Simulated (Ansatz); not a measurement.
Data:

```yaml
crystal:
  lattice:
    - [3.22833, 0.00000, 0.00000]
    - [0.00000, 3.22833, 0.00000]
    - [1.61416, -1.61416, 2.21160]
  atoms:
    - { symbol: Ga, position: [0.00000, 0.00000, 0.00000] }
    - { symbol: N, position: [0.75000, 0.75000, 0.50000] }
```

No spin polarisation.

Level of theory: Ansatz (a quantum-chemistry and plane-wave program), PBEsol, PAW, cutoff 420 eV, no SOC. Γ-centred 13×13×13 mesh, Fermi–Dirac width 0.05 eV.

Problem. What is the computed valence-band top at Γ (three highest levels, from the VBM)?

Solution. 0.00, -0.14, -0.14 eV.

Problem. Predict the space group.

Solution. I-4m2 (No. 119).

The levels and masses belong to the bands next to the band gap. The cells carry an imposed strain or load. Stability against distortions was not tested. The cell was made from GaN in the zinc blende structure (space group F-43m, No. 216) by this change: biaxial strain +1.50 %, plane normal [001], relaxed out of plane. This is not the structure that GaN has at room temperature and ambient pressure.
